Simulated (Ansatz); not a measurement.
# GaP: x(As) = 0.5, 4 atoms, R3m

The parent structure is GaP in the zinc blende structure (space group F-43m, No. 216; a = 5.4514 Å).

The other end (x = 1) is GaAs in the zinc blende structure (space group F-43m, No. 216): 22.75 Å³/atom, gap 0.96 eV.

Perturbation: As replaces 50.0 % of the P, ordered in a cell of 4 atoms (starting symmetry R3m) and fully relaxed.

Level of theory: Ansatz (a quantum-chemistry and plane-wave program), r2SCAN, PAW, cutoff 500 eV, no SOC. k-mesh 10×10×10 (Γ-centred); smearing 0.05 eV (Fermi–Dirac).

The volume per atom goes up by 1.22 Å³, from 20.25 Å³ to 21.47 Å³ and the density goes up by 0.616 g/cm³ to 4.74 g/cm³. The shortest interatomic distance hardly moves (4.461 bohr against 4.462 bohr) and the band gap decreases by 0.382 eV to 1.46 eV. The gap character (in this cell's own zone, which can be folded) is direct at Γ and the electron mass goes from 1.1 mₑ along k, 0.23 mₑ across (off the special points) to 0.17 mₑ along c, 0.11 mₑ across (at Γ). The valence-band top at Γ (three highest levels, from the VBM) goes from 0.00, 0.00, 0.00 eV to 0.00, 0.00, -0.11 eV and the mixing energy is +10 meV/atom. The deviation of the volume from the linear (Vegard-type) interpolation comes out as -0.1 % and the bowing parameter b of this ordering, from Eg = [1−x] Eg[0] + x Eg[1] − b x [1−x], amounts to -0.2 eV. The mean first-shell distances amounts to P–Ga 2.384 Å (end compound 2.361 Å), As–Ga 2.431 Å (end compound 2.454 Å).

Final structure:

```yaml
crystal:
  lattice:
    - [1.96472, 1.13433, 6.42127]
    - [-1.96472, 1.13433, 6.42127]
    - [0.00000, -2.26866, 6.42127]
  atoms:
    - { symbol: P, position: [0.12505, 0.12505, 0.12505] }
    - { symbol: As, position: [0.62486, 0.62486, 0.62486] }
    - { symbol: Ga, position: [0.00248, 0.00248, 0.00248] }
    - { symbol: Ga, position: [0.49762, 0.49762, 0.49762] }
```

Each cell is one ordered arrangement of few atoms, which overstates ordering effects compared with a random alloy. Effective masses come from finite differences of ±0.01 Å⁻¹. Along k means along the line from Γ to the band edge. Whether these cells are dynamically stable was not tested. k-point labels follow each cell's own Brillouin zone.
